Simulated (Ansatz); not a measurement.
LiBr in the rock salt structure (space group Fm-3m, No. 225)

```xyz
2
Lattice="0.0000 2.7555 2.7555 2.7555 0.0000 2.7555 2.7555 2.7555 0.0000" Properties=species:S:1:pos:R:3 pbc="T T T"
Br     0.0000     0.0000     0.0000
Li     2.7555     2.7555     2.7555
```

Level of theory: PBE/PAW in Ansatz (a program for electronic structure), spin-orbit coupling left out. Γ-centred 10×10×10 mesh, Fermi–Dirac width 0.05 eV.

```json
{
 "volume_per_atom": "20.92 Å³",
 "density": "3.45 g/cm³",
 "band_gap": "4.91 eV, indirect, K–Γ (81 % along) → Γ",
 "electron_mass": "0.35 mₑ",
 "Lowest conduction-band minima above the VBM": "Γ 4.91 eV; L along ⟨111⟩ 5.62 eV; X along ⟨100⟩ 6.23 eV",
 "total_energy": "-1495.480 eV/atom (σ→0; compares only within this code and set-up)"
}
```

Effective masses come from finite differences of ±0.01 Å⁻¹. No phonon test of stability was made.
